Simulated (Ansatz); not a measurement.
**The (113) surface of diamond, 1 pair of surface atoms bonded, one H, on a paired C at depth 0.0 Å (bottom of the slab: built like the top, H on every dangling bond, free)**

Level of theory: PBE (plane waves to 420 eV, PAW; Ansatz, a program for electronic structure).

Slab: 45 atoms, 12.0 Å thick at the start with caps and adatoms (thin: gaps and levels are the slab's own); k 5x6x1, smearing 0.025 eV, dipole-corrected; 8 atoms held, the rest relaxed; no symmetry held; spin-polarised, ending with about 1.0 μB a cell; orders that need a larger cell were not tried, no spin-orbit, no U. It is one candidate, not shown to be the stable structure of the face.

```yaml
gap_of_the_slab_on_its_k_mesh: 0.91 eV
highest_filled_level_below_the_top_vacuum_level: 4.67 eV
energy_released_by_relaxation: 2.91 eV
magnetic_moment_of_the_cell: 1.00 μB
cost: about 14 core-minutes (a rough figure)
```
